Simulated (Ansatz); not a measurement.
## A computed series for SiC: response to strain

Start from SiC in the zinc blende structure (space group F-43m, No. 216; a = 4.3290 Å).

Strains are applied to the cell and any free atomic positions relax.

The values are results of LDA, PAW, 420 eV (Ansatz, a quantum-chemistry and plane-wave program; no spin-orbit coupling), not measurements.

Candidates:
(a) isotropic strain −0.50 %
(b) isotropic strain +3.00 %
(c) isotropic strain −2.00 %
(d) isotropic strain −1.50 %

Notes on the quantities. energy relative to the base: free energy F.

Problem. Order them by energy relative to the base, highest first.

Solution. (b) isotropic strain +3.00 % (+54 meV/atom), (c) isotropic strain −2.00 % (+28 meV/atom), (d) isotropic strain −1.50 % (+15 meV/atom), (a) isotropic strain −0.50 % (+1.7 meV/atom)

Stability against distortions was not tested.
